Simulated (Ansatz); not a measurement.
Start from GaN in the wurtzite structure (space group P6_3mc, No. 186; a = 3.219 Å, c = 5.244 Å).

Calculations: PBE (Ansatz, a first-principles code, PAW, spin-orbit coupling left out), earlier PAW set.

Base values:

| Quantity | Value |
|---|---|
| Shortest interatomic distance | 1.967 Å |
| Valence-band top at Γ | 0.00, 0.00, -0.04 eV |

It is then changed as follows: a hydrostatic pressure of 15 GPa.

**Question.** What happens to the shortest interatomic distance and valence-band top at Γ?

**Answer.** The shortest interatomic distance drops by 0.0476 Å to 1.920 Å; the valence-band top at Γ (three highest levels, from the VBM) goes from 0.00, 0.00, -0.04 eV to 0.00, 0.00, -0.05 eV.

The levels and masses belong to the bands next to the band gap. Load acts through the strain it causes; cell and atoms are relaxed under it. No phonon test of stability was made. Tetrahedral semiconductors of this kind turn to denser phases somewhere between about 1 and 50 GPa; those were not computed, so compressed cells here can lie past the real transition.
